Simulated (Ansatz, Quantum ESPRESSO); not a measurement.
## YAl3 (Pm-3m, 4 atoms in the cell) computed with different codes at matched settings

Self-consistent single point.

```
CELL_PARAMETERS angstrom
      4.20441     0.00000     0.00000
      0.00000     4.20441     0.00000
      0.00000     0.00000     4.20441
ATOMIC_POSITIONS crystal
  Y  0.00000 0.00000 0.00000
  Al 0.00000 0.50000 0.50000
  Al 0.50000 0.00000 0.50000
  Al 0.50000 0.50000 0.00000
```

Shared settings, as Ansatz (a program for electronic structure) writes them: kpoints.mp_grid.grid = 6 6 6; magnetization.spin_orbit = true; scf.occupations.method = fermi_dirac; scf.occupations.width = 0.1 eV. Potentials and cutoffs stand in the table.

```csv
code,model,pressure (GPa),cutoff
Quantum ESPRESSO,"LDA (PZ), spin-orbit coupling, PSlibrary fully relativistic PAW (LDA) pseudopotentials",-1.08,45 Ry
Ansatz,"LDA (PW92) with spin-orbit coupling, PAW files made with PBE",-1.08,default
```

The spread over the programs that give each value: pressure within 0.00 GPa.

Ansatz's pressure is given at a fixed set of plane waves, as the other plane-wave codes print theirs. The same LDA comes in different parametrisations, which differ slightly.

The starting cell comes from a database of computed structures (which also holds hypothetical and non-ambient phases and stackings), without a prior relaxation at this level. Its lattice was rescaled by a random factor within 2.5 % of one.

Left out of this page: Elk and FLEUR (not drawn, or without a comparable value).

Keys are those of Ansatz 0.2.
